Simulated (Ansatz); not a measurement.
Worked example: self-consistent single point of Yb (Fm-3m, 1 atom in the cell) in Ansatz (a program for electronic structure).

Method of the run: PBE with spin-orbit coupling (plane waves, PAW; Ansatz).

```
Yb
1.0
    0.00000     2.69452     2.69452
    2.69452     0.00000     2.69452
    2.69452     2.69452     0.00000
Yb
1
Direct
  0.00000   0.00000   0.00000
```

Reference input (self-consistent single point, DFT, PBE, plane waves, default PAW files): kpoints.mp_grid.grid = 9 9 9; hamiltonian.xc = pbe; hamiltonian.pseudopotentials = {kind: paw} (the program's default PAW files); scf.occupations.method = fermi_dirac; scf.occupations.width = 0.1 eV. This run's input differs from it in these lines:

Ansatz 0.2 input:
```diff
@@ -12,2 +12,5 @@
   pseudopotentials: { kind: paw }
+magnetization:
+  noncollinear: true
+  spin_orbit: true
 scf:
```

The program printed (abridged):

```
SCF iter   1: F=—  HF=-13810.979054 eV  |F-HF|=—  |Δ(HF+E_count)|=         —  Δρ=8.84e-3  dr2=3.39e-2  dr2_m=0.00e0 (ungated)  ethr=3.10e-3  |M|=0.00e0 ∫|m|=0.00e0 μB  |m|>n=0.0e0 m-floor=0.0e0 τ_xc=0.0e0  β_m=0.30  ⟨swp⟩=7.4  Hψ=2962  notcnv=0
all-band conjugate gradients solve this SCF's bands
preconditioner: auto → Kerker (q_TF=auto, 2.515 Å⁻¹)
spin=Noncollinear: Kerker preconditioning applied to the charge; magnetization (m_x, m_y, m_z) channels mix plain (no charge-response kernel on spin).
   [... lines left out ...]
SCF iter  10: F=—  HF=-13810.986156 eV  |F-HF|=—  |Δ(HF+E_count)|=   5.93e-7  Δρ=5.71e-5  dr2=9.06e-7  dr2_m=0.00e0 (ungated)  ethr=3.22e-9  |M|=0.00e0 ∫|m|=0.00e0 μB  |m|>n=0.0e0 m-floor=0.0e0 τ_xc=0.0e0  β_m=0.94  ⟨swp⟩=2.1  Hψ=944  notcnv=0
SCF iter  11: F=-13810.986156 eV  HF=-13810.986156 eV  |F-HF|=4.43e-8  |Δ(HF+E_count)|=   3.72e-8  Δρ=1.16e-5  dr2=5.49e-8  dr2_m=0.00e0 (ungated)  ethr=4.17e-10  |M|=0.00e0 ∫|m|=0.00e0 μB  |m|>n=0.0e0 m-floor=0.0e0 τ_xc=0.0e0  ⟨swp⟩=5.1  Hψ=2729  notcnv=0
SCF 1 converged in 11 iterations: F = -13810.986156 eV  dr2 = 5.49e-8
Magnetization: |M| = 0.0000 μB,  M = (+0.0000, +0.0000, +0.0000) μB
Absolute magnetization: 0.0000 μB (∫|m|)
  site 0: m = (+0.0000, +0.0000, +0.0000) μB, |m| = 0.0000 μB  (R = 1.57 Å)
Free energy (F): -13810.986156 eV
Internal energy: -13810.859685 eV  (E = F + TS)
E sigma→0 (E₀):  -13810.922920 eV
Entropy (-TS):   -0.126471 eV (-126.471 meV/atom)
Fermi energy:    9.688504 eV
--- Forces (eV/Å), atoms counted from 1 ---
  atom   1  Yb     0.00000000    -0.00000000     0.00000000
--- Stress (GPa, compression-positive) ---
       -1.978494       0.000000       0.000000
        0.000000      -1.978494       0.000000
        0.000000       0.000000      -1.978494
  P = ⅓ Tr σ = -1.9785 GPa (-19.785 kbar)
  The stress holds the Pulay correction. Without it, at fixed plane waves, as pw.x and ABINIT print it: P = -2.0127 GPa
```

The run converged in 11 iterations. Against the reference run the pressure goes from -1.38 to -1.98 GPa.

The starting cell has typed, rounded lattice constants, without a prior relaxation at this level. Its lattice was rescaled by a random factor within 2.5 % of one. Ansatz's pressure includes its estimate of the finite-basis (Pulay) stress.
